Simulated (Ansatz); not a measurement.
We consider B4C (Cm, No. 8, 15 atoms in the cell; start mp-1238815), described by PBEsol (plane waves, PAW; Ansatz, an electronic-structure program).

Settings: plane-wave cutoff 520 eV, 8×8×8 k mesh, Fermi–Dirac smearing 0.01 eV, scalar-relativistic PAW data made under PBE.

Cell (relaxed with PBEsol):

Space group Cm (No. 8); a = 8.7421 Å, b = 5.5796 Å, c = 5.0277 Å, α = γ = 90.00°, β = 118.74°

| atom | site | symmetry | x | y | z |
|---|---|---|---|---|---|
| B | 2a | m | 0.0083 | 0.5000 | 0.1617 |
| B | 4b | 1 | 0.3371 | 0.1609 | 0.5160 |
| B | 4b | 1 | 0.1684 | 0.3375 | 0.4946 |
| B | 2a | m | 0.1929 | 0.5000 | 0.8191 |
| B | 2a | m | 0.3104 | 0.0000 | 0.1881 |
| B | 4b | 1 | 0.4426 | 0.2545 | 0.3050 |
| B | 4b | 1 | 0.0607 | 0.2432 | 0.7012 |
| B | 2a | m | 0.4996 | 0.5000 | 0.0121 |
| C | 2a | m | 0.4967 | 0.0000 | 0.8243 |
| C | 2a | m | 0.3744 | 0.5000 | 0.1187 |
| C | 2a | m | 0.1215 | 0.0000 | 0.8964 |
(The calculation used a cell of 15 atoms; values per cell refer to that cell.)

Task: Give the computed band gap, smallest direct gap on the k points sampled and direct gap at Γ.

Result: 
* **band gap**: 2.82 eV (indirect)
* **smallest direct gap on the k points sampled**: 3.01 eV
* **direct gap at Γ**: 5.13 eV

Computed values are for the static lattice.

A start named mp-… is a Materials Project structure, which need not be a measured phase.
